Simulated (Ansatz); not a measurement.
ZnSnN₂ (Pna2₁, No. 33, 16 atoms in the cell; start mp-1029469) was calculated with PBE-D3(BJ) (PAW; Ansatz, an electronic-structure program).

Settings: plane-wave cutoff 520 eV, 6×6×6 k mesh, Fermi–Dirac smearing 0.01 eV, scalar-relativistic PAW data made under PBE.

Cell (relaxed at this level):

```yaml
crystal:
  lattice:
    - [5.85931, 0.00000, 0.00000]
    - [0.00000, 6.74618, 0.00000]
    - [0.00000, 0.00000, 5.49390]
  atoms:
    - { symbol: Zn, position: [0.58298, 0.87496, 0.99904] }
    - { symbol: Zn, position: [0.41702, 0.12504, 0.49904] }
    - { symbol: Zn, position: [0.91702, 0.37496, 0.49904] }
    - { symbol: Zn, position: [0.08298, 0.62504, 0.99904] }
    - { symbol: Sn, position: [0.58811, 0.37511, 0.99942] }
    - { symbol: Sn, position: [0.41189, 0.62489, 0.49942] }
    - { symbol: Sn, position: [0.91189, 0.87511, 0.49942] }
    - { symbol: Sn, position: [0.08811, 0.12489, 0.99942] }
    - { symbol: N, position: [0.58305, 0.37351, 0.37892] }
    - { symbol: N, position: [0.41695, 0.62649, 0.87892] }
    - { symbol: N, position: [0.91695, 0.87351, 0.87892] }
    - { symbol: N, position: [0.08305, 0.12649, 0.37892] }
    - { symbol: N, position: [0.57933, 0.87657, 0.37261] }
    - { symbol: N, position: [0.42067, 0.12343, 0.87261] }
    - { symbol: N, position: [0.92067, 0.37657, 0.87261] }
    - { symbol: N, position: [0.07933, 0.62343, 0.37261] }
```

Q: Estimate the band gap that the calculation returns.

A: 
* **band gap**: 0.17 eV (on the SCF k mesh)

Note: the relaxation could not lower the start's symmetry, so the cell can be a saddle point above a distorted one.

Spin–orbit coupling is not included.

Computed values are for the static lattice.

Cost on a shared machine: roughly 13 core-minutes.

A start named mp-… is a Materials Project structure, which need not be a measured phase.
